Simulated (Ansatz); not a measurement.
The reference is W in the bcc (W type) structure (space group Im-3m, No. 229; a = 3.154 Å; relaxed with 0.1 eV smearing). Axes: x, y, z lie along the cube axes.

Method: PBEsol, PAW, 420 eV (Ansatz, a first-principles code; no spin-orbit coupling).

Base values:

| Quantity | Result |
|---|---|
| Shortest interatomic distance | 273.2 pm |
| Band gap | zero |

Perturbation: uniaxial strain ε_zz = −2.88 %, all other strain components held at zero, atoms relaxed at fixed cell.

Q: Estimate the effect on the energy relative to the base.

A: The energy goes up by 24 meV/atom.

Q: How does this affect the stress?

A: The stress (xx, yy, zz, yz, xz, xy; compression positive) is (6.6, 6.6, 17.3, 0.0, 0.0, 0.0) GPa.

Q: Predict the new shortest interatomic distance.

A: The shortest interatomic distance shrinks by 2.6 pm, from 273.2 pm to 270.6 pm.

Q: How does this affect the band gap?

A: The band gap is still zero.

Stability against distortions was not tested. All final runs are without spin polarisation.
